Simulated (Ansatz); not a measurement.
**Cs2AgBiBr6: response to strain**

The reference is Cs2AgBiBr6 (space group Fm-3m, No. 225; a = 11.3430 Å). Axes: x, y, z lie along the cube axes.

Strains are applied to the cell and any free atomic positions relax; under biaxial strain the out-of-plane vector relaxes too.

All numbers come from Ansatz (an electronic-structure program) r2SCAN, no SOC.

Candidates:
(a) uniaxial strain ε_yy = −0.57 %
(b) biaxial strain −0.96 %, plane normal [110], relaxed out of plane
(c) uniaxial strain ε_zz = −3.52 %
(d) strain tensor (xx, yy, zz, yz, xz, xy) = (+1.88, +1.91, +0.97, +0.44, −1.18, −0.85) %
(e) strain tensor (xx, yy, zz, yz, xz, xy) = (+1.71, +0.72, −1.30, −0.90, −0.90, +0.93) %

For the base:

The band gap is 1.67 eV.

Problem. Order them by band gap, highest first.

Solution. (d) strain tensor (xx, yy, zz, yz, xz, xy) = (+1.88, +1.91, +0.97, +0.44, −1.18, −0.85) % (1.70 eV), (a) uniaxial strain ε_yy = −0.57 % (1.63 eV), (b) biaxial strain −0.96 %, plane normal [110], relaxed out of plane (1.59 eV), (e) strain tensor (xx, yy, zz, yz, xz, xy) = (+1.71, +0.72, −1.30, −0.90, −0.90, +0.93) % (1.57 eV), (c) uniaxial strain ε_zz = −3.52 % (1.45 eV)

With Bi present, leaving out spin-orbit coupling can change the band edges. Stability against distortions was not tested.
